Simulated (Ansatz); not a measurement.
The starting structures come from a database of crystals and need not be the phases stable at ambient conditions.

Tunnelling through a barrier is set by its complex band structure: the current falls as exp(−2κd) with the smallest κ.

Input:

```xyz
22
Lattice="7.5862 0.0000 0.0000 0.0000 7.5862 0.0000 3.7931 -3.7931 5.3643" Properties=species:S:1:pos:R:3 pbc="T T T"
Ta     7.5862     1.8966     1.3411
Ta     5.6897     3.7931     4.0232
Ta     7.5862     5.6897     1.3411
Ta     9.4828     3.7931     4.0232
Sn     3.7931     5.6897     1.3411
Sn     9.4828     0.0000     4.0232
Sn     3.7931     1.8966     1.3411
Sn     5.6897     0.0000     4.0232
O      3.7931     0.0000     2.6821
O      3.7931     3.7931     0.0000
O      9.0050     2.3743     2.6821
O      1.4188     1.4188     0.0000
O      6.1674     5.2119     2.6821
O      6.1674     6.1674     0.0000
O      7.5862     3.7931     0.6757
O      6.1674     1.4188     0.0000
O      7.5862     3.7931     4.6886
O      1.4188     6.1674     0.0000
O      6.1674     2.3743     2.6821
O      7.5862     0.0000     2.0064
O      9.0050     5.2119     2.6821
O      3.7931     3.7931     3.3578
```

Space group of this cell: Fd-3m. The cell is taken as given; by r2SCAN its mean pressure is -5.1 GPa.

Transport runs along the normal of the first two printed cell vectors, the (001) plane of the conventional cell.

No gap correction and no spin-orbit coupling; mid-gap values are interpolated between computed energies.

### Question
Give the band gap and the smallest decay constant κ at mid-gap that r2SCAN in Ansatz (a quantum-chemistry and plane-wave program) yields.

### Answer
Gap 1.65 eV on a 6×6×6 mesh; κ = 0.273 1/Å, at the zone centre.
